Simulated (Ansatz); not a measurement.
The starting structures come from a database of crystals and need not be the phases stable at ambient conditions.

Tunnelling through a barrier is set by its complex band structure: the current falls as exp(−2κd) with the smallest κ.

```
O2Se
1.0
    6.87617     0.00000     0.00818
    0.00000     7.59181     0.00000
    3.00444     0.00000     3.41472
Se O
4 8
Direct
  0.50000   0.00028   0.24311
  0.50000   0.50028   0.75689
  0.00000   0.37531   0.88184
  0.00000   0.87531   0.11816
  0.00000   0.67391   0.25236
  0.00000   0.17391   0.74764
  0.74878   0.33806   0.40876
  0.25122   0.83806   0.59124
  0.25122   0.33806   0.90631
  0.74878   0.83806   0.09369
  0.50000   0.46416   0.11193
  0.50000   0.96416   0.88807
```

The cell was relaxed by PBE-D3(BJ); by r2SCAN it stands under a pressure of -3.5 GPa.

Transport runs along the normal of the first two printed cell vectors.

The gap is the functional's own. No spin-orbit coupling. Mid-gap values are those at the computed energy nearest the middle.

Question: Compute, with r2SCAN run with Ansatz (a program for electronic structure), the band gap and the smallest decay constant κ at mid-gap.

Answer: Gap 3.92 eV on a 10×4×10 mesh; κ = 0.446 1/Å, at the zone centre.
